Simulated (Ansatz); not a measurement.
We consider SiGe (model structure, I-4m2, No. 119, 10 atoms in the cell), described by LDA in Ansatz (plane waves, PAW).

Numerical settings: plane-wave cutoff 520 eV, 12×12×12 k mesh, Fermi–Dirac smearing 0.01 eV, scalar-relativistic PAW data made under PBE.

Cell (relaxed at this level):

```yaml
crystal:
  lattice:
    - [-1.94622, 1.94622, 13.76741]
    - [1.94622, -1.94622, 13.76741]
    - [1.94622, 1.94622, -13.76741]
  atoms:
    - { symbol: Si, position: [0.90356, 0.90356, 0.00000] }
    - { symbol: Si, position: [0.45168, 0.95168, 0.50000] }
    - { symbol: Si, position: [0.50000, 0.50000, 0.00000] }
    - { symbol: Si, position: [0.04832, 0.54832, 0.50000] }
    - { symbol: Si, position: [0.09644, 0.09644, 0.00000] }
    - { symbol: Ge, position: [0.64629, 0.14629, 0.50000] }
    - { symbol: Ge, position: [0.69825, 0.69825, 0.00000] }
    - { symbol: Ge, position: [0.25000, 0.75000, 0.50000] }
    - { symbol: Ge, position: [0.30175, 0.30175, 0.00000] }
    - { symbol: Ge, position: [0.85371, 0.35371, 0.50000] }
```

Q: What does this level give for the band gap?

A: 
* **band gap**: 0.22 eV (on the SCF k mesh)

Note: the relaxation could raise the start's symmetry but not lower it, so the cell can be a saddle point.

Spin–orbit coupling is not included.

Computed values are for the static lattice.

A model structure was made by putting elements into a prototype or built by hand; it is no filed structure, need not be a known phase, and can be a saddle point held by its symmetry.

Ansatz is a program for electronic structure.
